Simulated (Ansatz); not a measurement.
**Response to strain in BAs**

Consider BAs in the zinc blende structure (space group F-43m, No. 216).

```xyz
2
Lattice="0.0000 2.3919 2.3919 2.3919 0.0000 2.3919 2.3919 2.3919 0.0000" Properties=species:S:1:pos:R:3 pbc="T T T"
B      0.0000     0.0000     0.0000
As     1.1960     1.1960     1.1960
```

Cartesian axes are those of the cell as printed.

Strains are applied to the cell and any free atomic positions relax; under biaxial strain the out-of-plane vector relaxes too.

Method: r2SCAN in Ansatz (plane waves to 500 eV, PAW, no spin-orbit coupling).

Notes on the quantities. energy relative to the base: free energy F.

```json
[
 {"biaxial strain, plane normal [001], relaxed out of plane (%)": "0", "energy relative to the base (meV/atom)": "0.0"},
 {"biaxial strain, plane normal [001], relaxed out of plane (%)": "0.5", "energy relative to the base (meV/atom)": "0.7"},
 {"biaxial strain, plane normal [001], relaxed out of plane (%)": "1", "energy relative to the base (meV/atom)": "2.7"},
 {"biaxial strain, plane normal [001], relaxed out of plane (%)": "1.5", "energy relative to the base (meV/atom)": "6.0"},
 {"biaxial strain, plane normal [001], relaxed out of plane (%)": "2", "energy relative to the base (meV/atom)": "10.6"},
 {"biaxial strain, plane normal [001], relaxed out of plane (%)": "2.5", "energy relative to the base (meV/atom)": "?"},
 {"biaxial strain, plane normal [001], relaxed out of plane (%)": "3", "energy relative to the base (meV/atom)": "23.4"}
]
```

Fit ΔE = Aε² + Bε³ (ε in %) to the rows shown and predict the withheld row.

Least squares on the printed values gives A = 2.75 and B = -0.048 meV/atom (largest residual 0.0 meV/atom); this predicts 16.4 meV/atom, and the run gives 16.4 meV/atom, in agreement.

No phonon test of stability was made.

Ansatz is a program for electronic structure.
